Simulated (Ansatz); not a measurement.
Functionals compared on the (111) surface of fcc Rh, clean 1x1 (bottom of the slab: a bare face, its two planes held), in Ansatz (plane waves, PAW). The structure was relaxed with PBE; the other rows are single points on it. Cutoff 420 eV (500 eV for r2SCAN).

Model: 6-atom slab, 11.1 Å thick at the start with caps and adatoms (thin: gaps and levels are the slab's own), 16x16x1 mesh, Fermi-Dirac 0.1 eV, dipole correction, 2 atoms held, the rest relaxed; held to the start's symmetry, so lower structures may exist; no spin, no spin-orbit, no U. These notes are the PBE run's.

```
functional  work function of the top face (eV)  rough cost of the single point
----------  ----------------------------------  ------------------------------
PBE                                       5.14                               –
LDA                                          …    very roughly 19 core-seconds
PBEsol                                    5.27    very roughly 23 core-seconds
RPBE                                      4.96  around 19 core-seconds (rough)
r2SCAN                                    5.13  around 40 core-seconds (rough)
```

Problem. Fill in the missing entries.

Solution. 
- LDA, work function of the top face (eV): 5.53

Ansatz is a program for electronic structure.
